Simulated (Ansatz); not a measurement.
Given:

Host crystal: corundum, with a band gap (PBE, scalar-relativistic without spin-orbit coupling).

End structure of NH2 on the 1x1 (0001) surface of corundum (cut with top plane Al), one in a 1x1 cell, started at the site 'over Al at depth 1.0 Å':

```yaml
crystal:
  lattice:
    - [4.80875, 0.00000, 0.00000]
    - [-2.40438, 4.16450, 0.00000]
    - [0.00000, 0.00000, 27.50000]
  atoms:
    - { symbol: Al, position: [0.66667, 0.33333, 0.37743] }
    - { symbol: O, position: [0.65631, 0.68187, 0.38078] }
    - { symbol: O, position: [0.31813, 0.97443, 0.38078] }
    - { symbol: O, position: [0.02557, 0.34369, 0.38078] }
    - { symbol: Al, position: [0.00000, 0.00000, 0.41229] }
    - { symbol: Al, position: [0.33333, 0.66667, 0.42276] }
    - { symbol: O, position: [0.31288, 0.31024, 0.45957] }
    - { symbol: O, position: [0.99736, 0.68712, 0.45957] }
    - { symbol: O, position: [0.68976, 0.00264, 0.45957] }
    - { symbol: Al, position: [0.66534, 0.33239, 0.49217] }
    - { symbol: Al, position: [0.00257, 0.00054, 0.50856] }
    - { symbol: O, position: [0.98150, 0.33786, 0.53995] }
    - { symbol: O, position: [0.66823, 0.64578, 0.53963] }
    - { symbol: O, position: [0.36158, 0.02760, 0.53974] }
    - { symbol: Al, position: [0.33832, 0.67266, 0.57692] }
    - { symbol: Al, position: [0.67679, 0.35421, 0.58713] }
    - { symbol: O, position: [0.67289, 0.00668, 0.61509] }
    - { symbol: O, position: [0.35872, 0.36754, 0.61981] }
    - { symbol: O, position: [0.02568, 0.67058, 0.61877] }
    - { symbol: Al, position: [0.01952, 0.01318, 0.63835] }
    - { symbol: N, position: [0.92180, 0.00203, 0.70486] }
    - { symbol: H, position: [0.93954, 0.19850, 0.72201] }
    - { symbol: H, position: [0.73687, 0.79991, 0.71988] }
```

Model: 23-atom slab, 6.7 Å thick at the start under the adsorbate (thin: gaps and levels are the slab's own), 6x6x1 mesh, Fermi-Dirac 0.01 eV, dipole correction, single point; no symmetry held, on the structure that PBE left; spin-polarised, ending with about 1.0 μB a cell; orders that need a larger cell were not tried, no spin-orbit, no U, no dispersion correction. The program's check for a lower electronic state was not made. It is one chosen start, not shown to be the lowest state of the adsorbate.

A negative adsorption energy means that the adsorbate is more stable on the surface than in its reference.

Q: Estimate the adsorption energy against NH3(g) − ½ H2(g) at the same level that r2SCAN, at the PBE geometry and the start's symmetry (Ansatz, a program for electronic structure) returns for this input.

A: 1.06 eV

Q: What is the computed gap of the slab on its k-mesh (r2SCAN, at the PBE geometry and the start's symmetry)?

A: 0.34 eV

Q: What highest filled level below the top vacuum level does r2SCAN, at the PBE geometry and the start's symmetry give?

A: 4.82 eV

Q: Predict the change of the step from the bottom to the top vacuum level, against the clean slab from r2SCAN, at the PBE geometry and the start's symmetry.

A: -2.01 eV
